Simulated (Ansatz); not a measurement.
Take Sb in the fcc (Cu type) structure (space group Fm-3m, No. 225; relaxed with 0.1 eV smearing) as the base.

```cif
data_Sb4
_chemical_formula_sum 'Sb4'
_space_group_name_H-M_alt 'Fm-3m'
_space_group_IT_number 225
_space_group_name_Hall '-F 4 2 3'
_cell_length_a 4.71430
_cell_length_b 4.71430
_cell_length_c 4.71430
_cell_angle_alpha 90.000
_cell_angle_beta 90.000
_cell_angle_gamma 90.000
loop_
_atom_site_label
_atom_site_type_symbol
_atom_site_symmetry_multiplicity
_atom_site_Wyckoff_symbol
_atom_site_fract_x
_atom_site_fract_y
_atom_site_fract_z
_atom_site_occupancy
Sb1 Sb 4 a 0.00000 0.00000 0.00000 1
```
(The calculation used a cell of 1 atom; values per cell refer to that cell.)

Method: DFT with PBEsol, PAW potentials and a 420 eV plane-wave cutoff in Ansatz (an electronic-structure program), no SOC.

For the base:

- Pressure = 0.0 GPa

One thing is altered: an isotropic linear strain of +2.84 %, atoms relaxed at fixed cell.

Task: What happens to the energy relative to the base and pressure?

Result: The energy rises by 36 meV/atom; the pressure goes from zero to -4.7 GPa.

No phonon test of stability was made. This is not the structure that Sb has at room temperature and ambient pressure.
